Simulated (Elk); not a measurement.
Band structure of Mg2Ge (Fm-3m, 3 atoms in the cell).

```xyz
3
Lattice="0.0000 3.2024 3.2024 3.2024 0.0000 3.2024 3.2024 3.2024 0.0000" Properties=species:S:1:pos:R:3 pbc="T T T"
Mg     4.8037     4.8037     4.8037
Mg     1.6012     1.6012     1.6012
Ge     0.0000     0.0000     0.0000
```

Method of the run: Elk 10.2.4 with PBE, all-electron FP-LAPW, Elk's shipped species files, APW+lo basis with extra local orbitals.

Settings: xctype = 20; rgkmax = 7.5; stype = 3; swidth = 0.00499791 Ha; ngridk = 6 6 6; gmaxvr = 16 1/bohr; nxlo = 2; lorbcnd = true; lmaxi = 3.

The starting cell comes from a database of computed structures (which also holds hypothetical and non-ambient phases and stackings), without a prior relaxation at this level. Its lattice was rescaled by a random factor within 2.5 % of one. Values depend on the basis (sphere radii, cutoffs, local orbitals), which need not be converged.

Levels in eV from the Fermi level, bands 14 to 21:
```csv
point,14,15,16,17,18,19,20,21
Γ,-9.85,-0.11,-0.11,-0.11,0.81,2.58,2.58,2.58
X,-8.15,-4.69,-2.13,-2.13,0.04,0.26,7.66,7.66
W,-8.12,-3.83,-3.83,-2.81,2.68,3.51,3.52,3.52
K,-8.17,-4.26,-3.64,-1.80,0.53,2.92,5.82,5.91
L,-8.61,-4.98,-0.86,-0.86,0.72,2.56,2.56,4.68
U,-8.17,-4.26,-3.64,-1.80,0.53,2.92,5.82,5.91
```

No band crosses the Fermi level by more than 0.03 eV along this path.
